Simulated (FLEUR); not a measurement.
Worked example: self-consistent single point of Cu (Fm-3m, 1 atom in the cell) in FLEUR.

Method: PBE, all-electron FLAPW (FLEUR), scalar-relativistic valence run with FLEUR.

```xyz
1
Lattice="0.0000 1.8104 1.8104 1.8104 0.0000 1.8104 1.8104 1.8104 0.0000" Properties=species:S:1:pos:R:3 pbc="T T T"
Cu     0.0000     0.0000     0.0000
```

Reference input (self-consistent single point, DFT, PBE, all-electron FLAPW (FLEUR), scalar-relativistic valence): Kmax = 3.5 1/bohr; GmaxXC = 14 1/bohr; xcFunctional = pbe; jspins = 1; l_soc = F; mode = hist; fermiSmearingEnergy = 0.00367493 Htr; mesh (inpgen div1-3) = 6 6 6; inpgen gamma flag = true; Gmax = 14 1/bohr; numbands = 0; maxIterBroyd = 15. This run's input differs from it in these lines:

```diff
@@ -22,3 +22,3 @@
    <calculationSetup>
-      <cutoffs Kmax="3.5" Gmax="14.0" GmaxXC="14.0" numbands="0"/>
+      <cutoffs Kmax="2.07" Gmax="8.3" GmaxXC="8.3" numbands="0"/>
       <scfLoop itmax="60" minDistance="0.00001" maxIterBroyd="15" imix="Anderson" alpha="0.05" precondParam="0.0" spinf="2.0"/>
```

Log, with long lists cut:

```
      Welcome to FLEUR        (www.flapw.de)
      MaX-Release 8.1          (www.max-centre.eu)

 ========== k-point set info ==========
 Selected k-point list: default-1
 k-point list type: mesh
 6 x 6 x 6
 Number of k points: 16

 ------------Calculation Setup---------------------------
           1           2           4           8          16
 Number of basis functions:           20
 Error for k-point           16
**************FLEUR-Error*****************
Error message: Diagonalization via LAPACK failed(zhegvx/dsygvx)
Error number: 26
Error from PE:0/1
 Last known location:
```

The program stopped with an error. 

The starting cell has typed, rounded lattice constants, without a prior relaxation at this level. Its lattice was rescaled by up to half a per cent. Values depend on the basis (sphere radii, cutoffs, local orbitals), which need not be converged.
